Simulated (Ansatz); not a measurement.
Defect migration in 3C silicon carbide: interstitial H, charge state +1. The step: H moves alone to another site; the atom moves 1.90 Å along (0.00, -0.31, -0.31) of the unit cell; the moving atom starts with neighbours C at 1.12; 2 Si at 1.97, Si at 2.00 Å and ends with C at 1.12; 2 Si at 1.97, Si at 2.00 Å. DFT values are from Ansatz (plane-wave PAW, 420 eV unless said) in a cell of 64 host sites, spin-restricted, static, with no finite-size correction. The charge state is imposed; whether it is stable for some Fermi level was not computed. Sites that were not tried may lie lower. For the PBE band: the saddle point's order was not checked, and it lies on a symmetry element of the cell, where a band can be held.

| Level | Forward barrier (eV) | Cost of the band or of the saddle's single point |
|---|---|---|
| PBE, a 2×2×2 k-point mesh shifted by half a step, band relaxed | 0.13 | about 80 core-minutes (a rough figure) |
| PBE, a 3×3×3 k-point mesh shifted by half a step, same geometries | 0.13 | roughly 2.9 core-minutes |
| r2SCAN at 500 eV, a 2×2×2 k-point mesh shifted by half a step, same geometries | 0.10 | about 100 core-seconds (a rough figure) |

Ansatz is a program for electronic structure.
